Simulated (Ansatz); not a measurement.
C on the 1x1 (111) surface of fcc Pt, one in a 1x1 cell, energies for each (6.8 Å²). Energies are against an atom of graphite, without zero-point or thermal terms; each row is named by its start.

The numbers are results of PBE (plane waves to 420 eV, PAW; Ansatz, an electronic-structure program), not measurements.

Model: 5-atom slab, 6.9 Å thick at the start under the adsorbate (thin: gaps and levels are the slab's own), 12x12x1 mesh, Fermi-Dirac 0.1 eV, dipole correction, 2 atoms held, the rest relaxed; each run with such symmetry as its start has; spin where the adsorbate may keep a moment, no spin-orbit, no U, no dispersion correction.

A negative adsorption energy means that the adsorbate is more stable on the surface than in its reference. Starts that drift may end in the same place. Heights count from the host atoms within 0.3 Å of the top one.

```csv
starting site,E_ads (eV),height (Å),nearest host atom (Å),bonded to,Δ work function (eV),lateral drift (Å),moment (μB)
top Pt,[?],1.78,Pt 1.78,Pt,[?],0.0,0.0
hollow Pt-Pt-Pt over Pt at depth 2.3 Å,[?],1.13,Pt 1.97,3 Pt,0.35,0.0,–
hollow Pt-Pt-Pt over Pt at depth 4.6 Å,2.69,1.09,Pt 1.95,3 Pt,0.26,0.0,–
bridge Pt-Pt (span 2.8 Å),2.69,1.09,Pt 1.95,3 Pt,0.27,0.8,–
```

### Question
Some entries are withheld; supply them.

### Answer

- top Pt, E_ads (eV): 3.29
- top Pt, Δ work function (eV): 0.95
- hollow Pt-Pt-Pt over Pt at depth 2.3 Å, E_ads (eV): 2.80
